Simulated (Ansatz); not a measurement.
The reference is NaCl3 in the A15 (Cr3Si type) structure (space group Pm-3n, No. 223; a = 5.397 Å; a cell from a computed database, its experimental status unchecked).

Level of theory: PBEsol (Ansatz, an electronic-structure program; PAW; 420 eV plane waves; spin-orbit coupling left out).

Before the change:

```
Quantity                Value
-------------------  --------
Lattice parameter a  539.7 pm
```

One thing is altered: cell and atoms relaxed at a pressure of 1.5 GPa.

**Question.** What does the calculation give for the lattice parameter a after the change?

**Answer.** The lattice parameter a shrinks by 6.7 pm to 533.0 pm.

Load acts through the strain it causes; cell and atoms are relaxed under it. Whether these cells are dynamically stable was not tested. The final runs are not spin-polarised.
